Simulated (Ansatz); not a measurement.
Ge, pressure series

Take Ge (space group Ia-3, No. 206; a cell from a computed database, its experimental status unchecked) as the base.

Space group Ia-3 (No. 206); a = b = c = 6.9373 Å, α = β = γ = 90.00°

| atom | site | symmetry | x | y | z |
|---|---|---|---|---|---|
| Ge | 16c | .3. | 0.1479 | 0.1479 | 0.1479 |
(The calculation used a cell of 8 atoms; values per cell refer to that cell.)

Cell and atoms are relaxed at each pressure.

All numbers come from Ansatz (a quantum-chemistry and plane-wave program), PBEsol, PAW, cutoff 420 eV, without spin-orbit coupling.

Notes on the quantities. enthalpy: H = E + PV relative to the base's energy.

| change | enthalpy | lattice parameter a |
|---|---|---|
| base | – | 6.937 Å |
| pressure 0.3 GPa | +0.04 eV/atom | 6.928 Å |
| pressure 0.7 GPa | +0.09 eV/atom | 6.914 Å |
| pressure 1.5 GPa | +0.19 eV/atom | 6.887 Å |
| pressure 3 GPa | +0.38 eV/atom | 6.842 Å |
| pressure 5 GPa | +0.63 eV/atom | 6.786 Å |

Load acts through the strain it causes; cell and atoms are relaxed under it. Whether these cells are dynamically stable was not tested. No other phases were tried under pressure. This is not the structure that Ge has at room temperature and ambient pressure.
